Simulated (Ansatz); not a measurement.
Start from CuI in the zinc blende structure (space group F-43m, No. 216).

```
CuI
1.0
    0.00000     3.01139     3.01139
    3.01139     0.00000     3.01139
    3.01139     3.01139     0.00000
I Cu
1 1
Direct
  0.75000   0.75000   0.75000
  0.00000   0.00000   0.00000
```

Level of theory: Kohn–Sham DFT with the r2SCAN functional, run in Ansatz (a first-principles code) with PAW and 500 eV plane waves, without spin-orbit coupling.

One change was made to it. Results:

The band gap changes from 1.67 eV to zero; the density drops by 1.60 g/cm³ to 4.19 g/cm³.

Problem. Which change produced these results?
A) I → Te
B) Cu → Mn
C) Cu → Cd

Solution. C, Cu → Cd. For comparison, the density in the other runs: I → Te gives 6.37 g/cm³; Cu → Mn gives 4.94 g/cm³.

The magnetic state is the one reached from the starting moments; the real material's order can differ, and small cells can't hold many antiferromagnetic ones. Spin-orbit coupling, missing from the scalar runs, can matter with I. Stability against distortions was not tested. As relaxed here, CdI, CuTe and MnI are hypothetical phases, not in the database extracts checked. Spin-polarised in the final run: MnI; the other runs are not. An odd electron count without spin: CdI and CuTe.
